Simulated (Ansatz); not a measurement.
The parent structure is Mo in the bcc (W type) structure (space group Im-3m, No. 229; relaxed with 0.1 eV smearing).

```yaml
crystal:
  lattice:
    - [-1.57548, 1.57548, 1.57548]
    - [1.57548, -1.57548, 1.57548]
    - [1.57548, 1.57548, -1.57548]
  atoms:
    - { symbol: Mo, position: [0.00000, 0.00000, 0.00000] }
```

Cartesian axes are those of the cell as printed.

The values are results of Ansatz (a quantum-chemistry and plane-wave program) r2SCAN, no spin-orbit coupling, not measurements.

Strains are applied to the cell and any free atomic positions relax; under biaxial strain the out-of-plane vector relaxes too.

One change was made to it. Results:

```json
[
 {"quantity": "shortest interatomic distance", "base": "2.729 Å", "after": "2.720 Å"},
 {"quantity": "energy relative to the base (free energy F)", "base": "0 meV/atom", "after": "+0.7 meV/atom"}
]
```

Question: What was done to the base?
A) biaxial strain −2.08 %, plane normal [111], relaxed out of plane
B) biaxial strain −0.83 %, plane normal [111], relaxed out of plane
C) biaxial strain −0.42 %, plane normal [111], relaxed out of plane

Answer: C, biaxial strain −0.42 %, plane normal [111], relaxed out of plane. For comparison, the energy relative to the base in the other runs: biaxial strain −2.08 %, plane normal [111], relaxed out of plane gives +18 meV/atom; biaxial strain −0.83 %, plane normal [111], relaxed out of plane gives +2.8 meV/atom.

Whether these cells are dynamically stable was not tested. The final runs are not spin-polarised.
